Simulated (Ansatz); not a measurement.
**Quick settings and what they miss: Y3Mg (P6_3/mmc, 8 atoms in the cell)**

Self-consistent single point.

```
CELL_PARAMETERS angstrom
      7.09159     0.00000     0.00000
     -3.54580     6.14150     0.00000
      0.00000     0.00000     5.69527
ATOMIC_POSITIONS crystal
  Y  0.82956 0.17044 0.25000
  Y  0.17044 0.82956 0.75000
  Y  0.65912 0.82956 0.75000
  Y  0.34088 0.17044 0.25000
  Y  0.82956 0.65912 0.25000
  Y  0.17044 0.34088 0.75000
  Mg 0.33333 0.66667 0.25000
  Mg 0.66667 0.33333 0.75000
```

Method of the run: PBEsol, PAW files made with PBE (plane waves; Ansatz, an electronic-structure program).

Base settings: basis.ecutwfc = 420 eV; kpoints.mp_grid.grid = 4 4 4; hamiltonian.xc = pbesol; hamiltonian.pseudopotentials = {kind: paw} (the program's default PAW files); scf.occupations.method = fermi_dirac; scf.occupations.width = 0.1 eV.

Tight run (finer mesh or higher cutoff; not a proven limit): basis.ecutwfc: 420 eV → 590 eV; kpoints.mp_grid.grid: 4 4 4 → 6 6 6; scf.convergence.dr2_threshold: default (1e-07 eV) → 1e-09 eV. It gave Fermi level (on the code's own zero) 8.28 eV; pressure -2.54 GPa; largest force (vector length) 0.098 eV/Å.

Quick runs, as changes from the base:
- A: the base itself
- B: scf.occupations.method: fermi_dirac → cold; scf.occupations.width: 0.1 eV → 0.272 eV
- C: basis.ecutwfc: 420 eV → 335 eV; kpoints.mp_grid.grid: 4 4 4 → 6 6 6; hamiltonian.xc: pbesol → lda [LDA (PW92)]

† marks runs with another functional, U, potentials or spin treatment: their distance from the tight run is not a convergence error alone.

The count of work is k-points × plane waves × bands × iterations; it is no time. 

Pressures in the table are Ansatz's without its Pulay estimate, at a fixed set of plane waves; the tight run's value above holds the estimate.

The starting cell comes from a database of computed structures (which also holds hypothetical and non-ambient phases and stackings), without a prior relaxation at this level. Its lattice was rescaled by a random factor within 2.5 % of one.

```
run  pressure less tight (GPa)  count of work / tight
---  -------------------------  ---------------------
A                         0.00                   0.20
B                        -0.10                   0.20
C†                       -1.77                   0.34
```

Among the runs at the tight run's level, the energy misses run from 0.2 to 0.5 meV/atom.

Left out of this page: 2 runs of the series with a known weakness of the program; 1 run of the series unsound by tests on forces, stress, charge or solver warnings.

Keys are those of Ansatz 0.2.
